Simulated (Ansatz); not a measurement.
The structure below was relaxed with PBEsol (Ansatz, a program for electronic structure), spin-orbit coupling left out.

```
Cu3Au
1.0
    3.71349     0.00000     0.00000
    0.00000     3.71349     0.00000
    0.00000     0.00000     3.71349
Cu Au
3 1
Direct
  0.00000   0.00000   0.50000
  0.50000   0.00000   0.00000
  0.00000   0.50000   0.00000
  0.50000   0.50000   0.50000
```

Problem. Find the space group and the Wyckoff positions.

Solution. Space group Pm-3m (No. 221); a = 3.713 Å, b = 3.713 Å, c = 3.713 Å, α = 90.00°, β = 90.00°, γ = 90.00°

```tsv
atom	site	symmetry	x	y	z
Cu	3d	4/mm.m	0.0000	0.0000	0.5000
Au	1b	m-3m	0.5000	0.5000	0.5000
```

Problem. Describe the coordination.

Solution. The crystal has 4 atoms in its conventional cell. Conventional cell: a = 3.7135 Å, b = 3.7135 Å, c = 3.7135 Å, α = 90.00°, β = 90.00°, γ = 90.00°. Cu has 4 Au at 2.626 Å and 8 Cu at 2.626 Å (cuboctahedral). Au has 12 Cu at 2.626 Å (cuboctahedral). (Neighbours: up to the widest gap in distance over summed covalent radii, below 1.35, at either atom.)

These are small ordered cells, not random alloys; other orderings at the same x differ. No phonon test of stability was made. The final runs are not spin-polarised. The cell was made from Au by this change: x(Cu) = 0.75, 4 atoms, Pm-3m.
